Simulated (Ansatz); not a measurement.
# Worked example: self-consistent single point of InBi (P4/nmm, 4 atoms in the cell) in Ansatz

Level of theory: LDA (PW92), default PAW files made with PBE (plane waves; Ansatz, a quantum-chemistry and plane-wave program).

Input:

Ansatz 0.2 input:
```yaml
crystal:
  lattice:
    - [4.925552, 0.000000, 0.000000]
    - [0.000000, 4.925552, 0.000000]
    - [0.000000, 0.000000, 5.237947]
  atoms:
    - { symbol: In, position: [0.500000, 0.500000, 0.000000] }
    - { symbol: In, position: [0.000000, 0.000000, 0.000000] }
    - { symbol: Bi, position: [0.500000, 0.000000, 0.360010] }
    - { symbol: Bi, position: [0.000000, 0.500000, 0.639990] }
basis:
  ecutwfc: 420.0
kpoints:
  mp_grid: { grid: [7, 7, 6] }
hamiltonian:
  xc: lda
  pseudopotentials: { kind: paw }
scf:
  occupations: { method: gaussian, width: 0.1 }
output:
  forces: true
  eigenvalues: true
  stress: true
```

Output, abridged:

```
WARN ansatz: RAYON_NUM_THREADS=1 ignored (pool sized by the plan → 1); use --threads N
Pseudopotentials: kind: paw
Pseudopotential: In, paw, valence charge 13
Pseudopotential: Bi, paw, valence charge 15
Crystal: 4 atoms, lattice volume = 127.078 Å³
Basis set: ecut = 420 eV, 2477 PW (Γ)
Bands: 34, of which v1, the nominal top of the filled ones, is band 28 counted from 1 (27 counted from 0)
Symmetry: 16 space group operations
Space group: P4/nmm (ITA 129), of the structure as read, at distance tolerance 5.0e-5 Å
k-points: 40 of 294
PAW frozen core: In, regenerated for the run's functional, and the local potential with it
PAW frozen core: Bi, regenerated for the run's functional, and the local potential with it
Initial density: superposition of atomic densities (neutral atoms: chi_scale 0, normalization atom), corrected by the library's trained network
Initial wavefunctions: pseudopotential atomic-orbital guess
Eigensolver: davidson
Functional: x = slater, c = lda
SCF iter   1: F=—  HF=-35085.957199 eV  |F-HF|=—  |Δ(HF+E_count)|=         —  Δρ=5.32e-3  dr2=2.36e-2  ethr=1.77e-3  ⟨swp⟩=7.1  Hψ=6264  notcnv=0
all-band conjugate gradients solve this SCF's bands
preconditioner: auto → Kerker (q_TF=auto, 2.380 Å⁻¹)
SCF iter   2: F=—  HF=-35085.950597 eV  |F-HF|=—  |Δ(HF+E_count)|=   6.60e-3  Δρ=2.29e-3  dr2=4.92e-3  ethr=4.22e-5  ⟨swp⟩=2.0  Hψ=2088  notcnv=0
SCF iter   3: F=—  HF=-35085.949405 eV  |F-HF|=—  |Δ(HF+E_count)|=   1.19e-3  Δρ=4.64e-4  dr2=4.70e-4  ethr=8.78e-6  ⟨swp⟩=2.0  Hψ=1842  notcnv=0
SCF iter   4: F=—  HF=-35085.949313 eV  |F-HF|=—  |Δ(HF+E_count)|=   9.15e-5  Δρ=9.49e-5  dr2=2.91e-5  ethr=8.39e-7  ⟨swp⟩=2.0  Hψ=1588  notcnv=0
SCF iter   5: F=—  HF=-35085.949300 eV  |F-HF|=—  |Δ(HF+E_count)|=   1.35e-5  Δρ=3.41e-5  dr2=3.37e-6  ethr=5.20e-8  ⟨swp⟩=2.5  Hψ=1953  notcnv=0
SCF iter   6: F=—  HF=-35085.949299 eV  |F-HF|=—  |Δ(HF+E_count)|=   4.38e-7  Δρ=1.14e-5  dr2=3.06e-7  ethr=6.01e-9  ⟨swp⟩=3.0  Hψ=2461  notcnv=0
SCF iter   7: F=-35085.949299 eV  HF=-35085.949299 eV  |F-HF|=2.90e-9  |Δ(HF+E_count)|=   2.53e-8  Δρ=3.40e-6  dr2=2.02e-8  ethr=1.79e-10  ⟨swp⟩=9.0  Hψ=5788  notcnv=0
SCF 1 converged in 7 iterations: F = -35085.949299 eV  dr2 = 2.02e-8
SCF converged after 7 iterations
Free energy (F): -35085.949299 eV
Harris-Foulkes:  -35085.949299 eV  (|F-HF|=2.90e-9)
Internal energy: -35085.943724 eV  (E = F + TS)
E sigma→0 (E₀):  -35085.946512 eV
Entropy (-TS):   -0.005575 eV (-1.394 meV/atom)
Fermi energy:    8.987118 eV
--- Per-component energies (eV) ---
  E_band       = -308.071292
  E_kinetic    = 1090.313315
  E_local      = -5449.889034  (includes V_loc(G=0)·N_el)
  E_nonlocal   = 1865.076028
  E_hartree    = 1928.058343
  E_xc         = -727.727485
  E_vxc        = -490.820591  (∫ρ·V_xc dr)
  E_paw        = -28732.820921  (= ΣΔE_a)
  E_vpaw       = -1178.865722  (= ΣTr[D̂ρ^β])
  E_aug_tail   = -0.001003  (compensation charges beyond the density's cutoff)
  E_ewald      = -5059.512271
  E_core_change = 0.559303  (= ΣΔE_core)
  E_smearing   = -0.005575  (= −TS)
  E_closure    = 0.000000  (closes the sum)
  Σ components = -35085.949299   (vs F -35085.949299, Δ=0.00e0)
--- Forces (eV/Å), atoms counted from 1 ---
  atom   1  In     0.00000000     0.00000000    -0.00000000
  atom   2  In     0.00000000     0.00000000     0.00000000
  atom   3  Bi     0.00000000     0.00000000     0.02713309
  atom   4  Bi     0.00000000     0.00000000    -0.02713309
  max |Σ_I F_I| component: 6.94e-18 eV/Å
--- Stress (GPa, compression-positive) ---
       -3.442896       0.000000       0.000000
        0.000000      -3.442896       0.000000
        0.000000       0.000000      -3.032636
  P = ⅓ Tr σ = -3.3061 GPa (-33.061 kbar)
  The stress holds the Pulay correction. Without it, at fixed plane waves, as pw.x and ABINIT print it: P = -3.3272 GPa
--- Band table (eV; the first three rows and the last of 40) ---
  k-point 0: bands = ["-13.4327", "-13.4304", "-13.4147", "-13.4147", "-13.4003", "-13.4003", "-13.3962", "-13.3938", "-13.3910", "-13.3634", "-5.5342", "-5.5339", "-5.4177", "-5.4066", "-5.4066", "-5.3277", "-5.3277", "-5.2941", "-5.2840", [...]
  k-point 1: bands = ["-13.4324", "-13.4300", "-13.4145", "-13.4145", "-13.4006", "-13.4006", "-13.3965", "-13.3934", "-13.3906", "-13.3637", "-5.5348", "-5.5340", "-5.4161", "-5.4086", "-5.4086", "-5.3283", "-5.3283", "-5.2942", "-5.2829", [...]
  k-point 2: bands = ["-13.4317", "-13.4292", "-13.4140", "-13.4140", "-13.4011", "-13.4011", "-13.3971", "-13.3926", "-13.3898", "-13.3643", "-5.5357", "-5.5340", "-5.4132", "-5.4128", "-5.4128", "-5.3296", "-5.3296", "-5.2943", "-5.2809", [...]
  k-point 39: bands = ["-13.4180", "-13.4156", "-13.4119", "-13.4086", "-13.4080", "-13.4041", "-13.4018", "-13.3945", "-13.3835", "-13.3824", "-5.4930", "-5.4918", "-5.4555", "-5.4428", "-5.3735", "-5.3640", "-5.3204", "-5.3162", "-5.2736", [...]
```

The run converged in 7 iterations.

The starting cell comes from a database of computed structures (which also holds hypothetical and non-ambient phases and stackings), without a prior relaxation at this level. Its lattice was rescaled by up to half a per cent. Spin-orbit coupling is off. With a pressure of about -3 GPa the cell is away from its equilibrium volume at this level. Ansatz's pressure includes its estimate of the finite-basis (Pulay) stress.
